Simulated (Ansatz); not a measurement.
# MgS: element substitutions

Take MgS in the rock salt structure (space group Fm-3m, No. 225; a = 5.182 Å) as the base.

Each row replaces one element on all its sites; cell and atoms are relaxed.

Method: PBEsol in Ansatz (plane waves to 420 eV, PAW, without spin-orbit coupling).

For the base:

The band gap comes out as 2.73 eV.

Problem. The aim is a band gap between 2.04 eV and 2.22 eV. Which of these changes reaches it?
(A) S → O
(B) Mg → Ca
(C) S → C

Solution. B, Mg → Ca. It gives 2.16 eV; S → C gives zero; S → O gives 4.62 eV. Changes not listed may reach it too

Stability against distortions was not tested. As relaxed here, MgC is a hypothetical phase, not in the database extracts checked. The final runs are not spin-polarised.

Ansatz is a quantum-chemistry and plane-wave program.
